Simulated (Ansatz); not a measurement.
CsCl-type CoGa, treated with LDA in Ansatz (plane waves, PAW).

Settings: plane-wave cutoff 500 eV, 20×20×20 k mesh, Fermi–Dirac smearing 0.1 eV, no spin polarisation, scalar-relativistic PAW data made under PBE.

Computed at the level's own relaxed cell.

### Question
What does this level give for the volume per atom and equilibrium lattice constant a?

### Answer

volume per atom: 11.10 Å³/atom
equilibrium lattice constant a: 2.810 Å

Measured, for comparison: lattice constant a 2.878 Å (temperature not stated, copied from a table, unchecked, not corrected to a static lattice; as tabulated in Monatshefte fuer Chemie und verwandte Teile anderer Wissenschaften 123, 509 (1992)). Computed (rounded) less measured: lattice constant a not scored (unchecked).

Computed values are for the static lattice.

The result took around 50 core-seconds (rough).

Ansatz is a first-principles code.
